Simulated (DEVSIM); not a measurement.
System: abrupt Si n-p junction, at 300 K.

```csv
layer (left to right),material,thickness (μm),Nd (cm⁻³),Na (cm⁻³),τn (s),τp (s)
1,Si,0.0360,2e17,-,3.2e-5,3.2e-5
2,Si,7.00,-,2.8e16,3.2e-5,3.2e-5
```

Left contact: ohmic. Right contact: ohmic. Voltage is applied to the left contact. Recombination: SRH at mid-gap, Auger. Mobility is μmin + (μ − μmin)/(1 + (N/Nref)^α).

This is a model device: material constants are rounded textbook-type values typed into the input, and sizes, dopings and lifetimes were drawn at random. Values at 300 K.

| parameter | Si |
|---|---|
| gap (eV) | 1.124 |
| affinity (eV) | 4.05 |
| permittivity | 11.7 |
| Nc (cm⁻³) | 2.86e19 |
| Nv (cm⁻³) | 3.1e19 |
| μn (cm²/Vs) | 1417 |
| μp (cm²/Vs) | 470 |
| μn,min | 52 |
| μp,min | 45 |
| Nref,n | 9.7e16 |
| Nref,p | 2.2e17 |
| αn | 0.68 |
| αp | 0.72 |
| Cn (cm⁶/s) | 2.8e-31 |
| Cp (cm⁶/s) | 9.9e-32 |

Simulated with DEVSIM: 1D drift-diffusion, Boltzmann statistics, complete ionisation; no tunnelling, impact ionisation, image-force lowering or self-heating.

Tabulate band edges, carrier densities and field at -0.9 V on the left contact.

Energies count from the Fermi level of the right contact; mesh points crowd at the junctions.

| x (μm) | Ec (eV) | Ev (eV) | n (cm⁻³) | p (cm⁻³) | field (V/cm) |
|---|---|---|---|---|---|
| 0.000 | 1.028 | -0.096 | 2.0e17 | 580 | 1400 |
| 0.01181 | 1.030 | -0.094 | 1.8e17 | 5.6e14 | 2700 |
| 0.02020 | 1.034 | -0.090 | 1.6e17 | 1.1e15 | 6200 |
| 0.03106 | 1.046 | -0.078 | 1.0e17 | 2.3e15 | 18000 |
| 0.04958 | 1.083 | -0.041 | 2.4e16 | 1.1e16 | 14000 |
| 0.07324 | 1.102 | -0.022 | 1.1e16 | 2.5e16 | 4400 |
| 0.1158 | 1.110 | -0.014 | 8.2e15 | 3.4e16 | 330 |
| 0.2190 | 1.108 | -0.016 | 7.9e15 | 3.6e16 | -220 |
| 0.3488 | 1.105 | -0.019 | 7.9e15 | 3.6e16 | -220 |
| 0.5826 | 1.100 | -0.024 | 7.9e15 | 3.6e16 | -220 |
| 0.9403 | 1.092 | -0.032 | 7.8e15 | 3.6e16 | -220 |
| 1.861 | 1.072 | -0.052 | 7.7e15 | 3.6e16 | -220 |
| 3.144 | 1.042 | -0.081 | 7.3e15 | 3.5e16 | -230 |
| 4.710 | 1.006 | -0.118 | 6.3e15 | 3.4e16 | -240 |
| 5.832 | 0.978 | -0.146 | 4.6e15 | 3.3e16 | -260 |
| 6.335 | 0.964 | -0.160 | 3.3e15 | 3.1e16 | -280 |
| 6.632 | 0.956 | -0.168 | 2.2e15 | 3.0e16 | -300 |
| 6.797 | 0.951 | -0.173 | 1.4e15 | 2.9e16 | -320 |
| 6.928 | 0.946 | -0.178 | 6.9e14 | 2.9e16 | -330 |
| 6.982 | 0.945 | -0.179 | 3.6e14 | 2.8e16 | -340 |
| 7.012 | 0.944 | -0.180 | 1.6e14 | 2.8e16 | -340 |
| 7.036 | 0.943 | -0.181 | 4200 | 2.8e16 | -340 |
